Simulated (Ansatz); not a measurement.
Results of PBE (PAW; Ansatz, a quantum-chemistry and plane-wave program) for B12SiC2 (model structure, R-3m, No. 166, 15 atoms in the cell).

Settings: plane-wave cutoff 520 eV, 8×8×8 k mesh, Fermi–Dirac smearing 0.01 eV, scalar-relativistic PAW data made under PBE.

Cell (relaxed with PBEsol):

```cif
data_C6B36Si3
_chemical_formula_sum 'B36 C6 Si3'
_space_group_name_H-M_alt 'R-3m :H'
_space_group_IT_number 166
_space_group_name_Hall '-R 3 2"'
_cell_length_a 5.62277
_cell_length_b 5.62277
_cell_length_c 12.60381
_cell_angle_alpha 90.000
_cell_angle_beta 90.000
_cell_angle_gamma 120.000
loop_
_atom_site_label
_atom_site_type_symbol
_atom_site_symmetry_multiplicity
_atom_site_Wyckoff_symbol
_atom_site_fract_x
_atom_site_fract_y
_atom_site_fract_z
_atom_site_occupancy
B1 B 18 h 0.16897 0.33795 0.02166 1
B2 B 18 h 0.21414 0.10707 0.11323 1
C1 C 6 c 0.00000 0.00000 0.36409 1
Si1 Si 3 b 0.00000 0.00000 0.50000 1
```
(The calculation used a cell of 15 atoms; values per cell refer to that cell.)

Predict the band gap, smallest direct gap on the k points sampled and direct gap at Γ.


- band gap: 1.60 eV (indirect)
- smallest direct gap on the k points sampled: 1.80 eV
- direct gap at Γ: 4.90 eV

Note: the relaxation could raise the start's symmetry but not lower it, so the cell can be a saddle point; cell and atoms aren't relaxed at this level (largest force component 0.04 eV/Å, pressure 3.0 GPa).

Static lattice: no zero-point or thermal effects.

A model structure was made by putting elements into a prototype or built by hand; it is no filed structure, need not be a known phase, and can be a saddle point held by its symmetry.
